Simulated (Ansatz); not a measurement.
# Short convergence ladders for Ta (Im-3m, 1 atom in the cell)

```yaml
crystal:
  lattice:
    - [-1.65825, 1.65825, 1.65825]
    - [1.65825, -1.65825, 1.65825]
    - [1.65825, 1.65825, -1.65825]
  atoms:
    - { symbol: Ta, position: [0.00000, 0.00000, 0.00000] }
```

Base method: PBE (plane waves, PAW; Ansatz, a quantum-chemistry and plane-wave program).

Base settings: basis.ecutwfc = 420 eV; kpoints.mp_grid.grid = 14 14 14; hamiltonian.xc = pbe; hamiltonian.pseudopotentials = {kind: paw} (the program's default PAW files); scf.occupations.method = gaussian; scf.occupations.width = 0.1 eV.

The count of work is k-points × plane waves × bands × iterations; it is no time. 

**The width of Fermi-Dirac smearing**

In this ladder: kpoints.mp_grid.grid = 23 23 23; scf.occupations.method = fermi_dirac.

Narrow widths need finer meshes than wide ones, so the last steps can hold mesh noise.

Only quantities that move along the ladder and can be compared are tabulated; pressure and forces are left out, as mesh noise rules them at narrow widths.

| scf.occupations.width | free energy less the last step's (meV/atom) | energy extrapolated to zero width less the last step's (meV/atom) |
|---|---|---|
| 1 eV | -1622.23 | -111.32 |
| 0.5 eV | -455.81 | -47.49 |
| 0.3 eV | -177.18 | -13.75 |
| 0.2 eV | -79.68 | -3.17 |
| 0.1 eV | -16.19 | 0.41 |
| 0.05 eV | 0.00 | 0.00 |

Widest scf.occupations.width that holds the energy extrapolated to zero width within 1 meV/atom of the last step, with all finer ones: 0.1 eV; the step before is off by 3.2 meV/atom.

Widest scf.occupations.width that holds the free energy within 5 meV/atom: not settled: the last two steps still differ by 16 meV/atom, over half the tolerance, so the ladder does not show it.

The extrapolation to zero width removes most of the smearing's effect on the energy.

**The width of Methfessel-Paxton smearing**

In this ladder: kpoints.mp_grid.grid = 23 23 23; scf.occupations.method = methfessel_paxton.

Narrow widths need finer meshes than wide ones, so the last steps can hold mesh noise.

Only quantities that move along the ladder and can be compared are tabulated; pressure and forces are left out, as mesh noise rules them at narrow widths.

| scf.occupations.width | free energy less the last step's (meV/atom) |
|---|---|
| 1 eV | -18.93 |
| 0.5 eV | -0.66 |
| 0.3 eV | 1.25 |
| 0.2 eV | 0.76 |
| 0.1 eV | 0.08 |
| 0.05 eV | 0.00 |

Widest scf.occupations.width that holds the free energy within 1 meV/atom of the last step, with all finer ones: 0.2 eV; the step before is off by 1.2 meV/atom.

**The mesh under tetrahedron occupations**

In this ladder: scf.occupations.method = tetrahedron; scf.occupations.width = default.

Only quantities that move along the ladder and can be compared are tabulated.

```tsv
kpoints.mp_grid.grid	free energy less the last step's (meV/atom)	pressure (GPa)	count of work / last
6 6 6	-30.57	1.28	0.021
7 7 7	-31.25	0.35	0.027
9 9 9	-1.63	0.72	0.039
11 11 11	-2.93	0.61	0.062
14 14 14	-1.38	0.56	0.12
17 17 17	0.18	0.57	0.18
21 21 21	0.38	0.54	0.32
26 26 26	-0.06	0.53	0.57
32 32 32	0.00	0.51	1.0
```

Coarsest kpoints.mp_grid.grid that holds the pressure within 0.5 GPa of the last step, with all finer ones: 7 7 7, at 0.027 of the last step's count of work; the step before is off by 0.77 GPa.

Coarsest kpoints.mp_grid.grid that holds the free energy within 2 meV/atom of the last step, with all finer ones: 14 14 14, at 0.12 of the last step's count of work; the step before is off by 2.9 meV/atom.

Two neighbours can agree and both be off: 6 6 6 and 7 7 7 differ by 0.67 meV/atom in the free energy, yet lie about 31 meV/atom from the last step.

On the base run: the starting cell has typed, rounded lattice constants, without a prior relaxation at this level. Its lattice was rescaled by up to half a per cent. Spin polarisation is off. Ansatz's pressure includes its estimate of the finite-basis (Pulay) stress.

Left out of this page: 4 runs of the series outside the window shown, repeating another row's setting, or not comparable.

Keys are those of Ansatz 0.2.
